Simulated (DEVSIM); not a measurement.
System: abrupt GaAs n-p junction, at 300 K.

```csv
layer (left to right),material,thickness (μm),Nd (cm⁻³),Na (cm⁻³),τn (s),τp (s)
1,GaAs,52.0,1.3e17,-,4.2e-9,4.2e-9
2,GaAs,120,-,7.2e15,4.2e-9,4.2e-9
```

Left contact: ohmic. Right contact: ohmic. Voltage is applied to the left contact. Recombination: SRH at mid-gap, Auger. Mobility is μmin + (μ − μmin)/(1 + (N/Nref)^α).

The device is made up for the run: typed textbook-type constants, with dimensions and the other settings drawn at random. Values at 300 K.

```tsv
parameter	GaAs
gap (eV)	1.424
affinity (eV)	4.07
permittivity	12.9
Nc (cm⁻³)	4.7e17
Nv (cm⁻³)	9e18
μn (cm²/Vs)	8500
μp (cm²/Vs)	400
μn,min	500
μp,min	20
Nref,n	6e16
Nref,p	1.5e17
αn	0.39
αp	0.38
Cn (cm⁶/s)	1e-30
Cp (cm⁶/s)	1e-30
```

Simulated with DEVSIM: 1D drift-diffusion, Boltzmann statistics, complete ionisation; no tunnelling, impact ionisation, image-force lowering or self-heating.

Base results: dark forward voltage at 1 A/cm² (V) 1.024; largest field in the device at zero bias (V/cm) 47000; potential step across the device at zero bias (V) 1.206.

Question: What follows from this one change: doping Na of layer 2 7.2e+15 → 7.2e+14 cm^-3?

Answer: dark forward voltage at 1 A/cm² 1.024 → 1.190 V; largest field in the device at zero bias 47000 → 22000 V/cm; potential step across the device at zero bias 1.206 → 1.147 V.

Question: What follows from this one change: thickness of layer 2 120 → 600 μm?

Answer: dark forward voltage at 1 A/cm² 1.024 → 1.156 V; largest field in the device at zero bias little changed (47000 V/cm); potential step across the device at zero bias little changed (1.206 V).

Question: What follows from this one change: constant mobility in place of the doping-dependent one?

Answer: dark forward voltage at 1 A/cm² 1.024 → 1.011 V; largest field in the device at zero bias little changed (47000 V/cm); potential step across the device at zero bias little changed (1.206 V).
